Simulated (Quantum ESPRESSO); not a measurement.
**Habitual settings against a tight run: Sr (Fm-3m, 1 atom in the cell)**

Self-consistent single point.

```yaml
crystal:
  lattice:
    - [0.00000, 3.06394, 3.06394]
    - [3.06394, 0.00000, 3.06394]
    - [3.06394, 3.06394, 0.00000]
  atoms:
    - { symbol: Sr, position: [0.00000, 0.00000, 0.00000] }
```

Computed with PBE, PSlibrary PAW (PBE) pseudopotentials (plane waves; Quantum ESPRESSO).

Base settings: ecutwfc = 45 Ry; ecutrho = 315 Ry; occupations = smearing; smearing = cold; degauss = 0.0147 Ry; potentials = {Sr: Sr.pbe-spn-kjpaw_psl.1.0.0.UPF}; K_POINTS = automatic 12 12 12 1 1 1; conv_thr = 1e-09 Ry; mixing_beta = 0.5.

Tight run (finer mesh or higher cutoff; not a proven limit): ecutwfc: 45 Ry → 63 Ry; ecutrho: 315 Ry → 441 Ry; conv_thr: 1e-09 Ry → 7.3e-11 Ry; K_POINTS: automatic 12 12 12 1 1 1 → automatic 17 17 17 1 1 1. It gave Fermi level (on the code's own zero) 4.82 eV; pressure -0.55 GPa.

Quick runs, as changes from the base:
- A: the base itself
- B: ecutwfc: 45 Ry → 27 Ry; ecutrho: 315 Ry → 189 Ry; conv_thr: 1e-09 Ry → 7.3e-06 Ry; K_POINTS: automatic 12 12 12 1 1 1 → automatic 1 1 1 1 1 1
- C: ecutwfc: 45 Ry → 31 Ry; ecutrho: 315 Ry → 217 Ry; K_POINTS: automatic 12 12 12 1 1 1 → automatic 4 4 4 1 1 1
- D: ecutwfc: 45 Ry → 27 Ry; ecutrho: 315 Ry → 189 Ry; smearing: cold → mp; degauss: 0.0147 Ry → 0.019992 Ry; conv_thr: 1e-09 Ry → 7.3e-06 Ry; pseudopotentials: {Sr: Sr.pbe-spn-kjpaw_psl.1.0.0.UPF} → {Sr: Sr.pz-spn-kjpaw_psl.1.0.0.UPF}; K_POINTS: automatic 12 12 12 1 1 1 → automatic 3 3 3 1 1 1 [LDA (PZ)]
- E: ecutwfc: 45 Ry → 31 Ry; ecutrho: 315 Ry → 217 Ry; conv_thr: 1e-09 Ry → 7.3e-06 Ry; K_POINTS: automatic 12 12 12 1 1 1 → automatic 8 8 8 1 1 1
- F: ecutwfc: 45 Ry → 22 Ry; ecutrho: 315 Ry → 154 Ry; smearing: cold → fd; degauss: 0.0147 Ry → 0.019992 Ry; K_POINTS: automatic 12 12 12 1 1 1 → automatic 4 4 4 1 1 1

Energies are extrapolated to zero smearing width, which holds to low order in the width alone (under cold and Methfessel-Paxton smearing the free energy itself is taken).

Dashes: energy of D, another energy zero.

† marks runs with another functional, U, potentials or spin treatment: their distance from the tight run is not a convergence error alone.

The count of work is k-points × plane waves × bands × iterations; it is no time. 

The starting cell comes from a database of computed structures (which also holds hypothetical and non-ambient phases and stackings), without a prior relaxation at this level. Its lattice was rescaled by a random factor within 2.5 % of one.

```csv
run,energy less tight (meV/atom),pressure less tight (GPa),count of work / tight
A,9.4,0.02,0.17
B,335.5,-2.68,0.00028
C,37.7,-0.49,0.0053
D†,–,-2.31,0.0013
E,31.8,-0.38,0.016
F,370.5,-3.80,0.0032
```

Among the runs at the tight run's level, the energy misses run from 9.4 to 370.5 meV/atom.
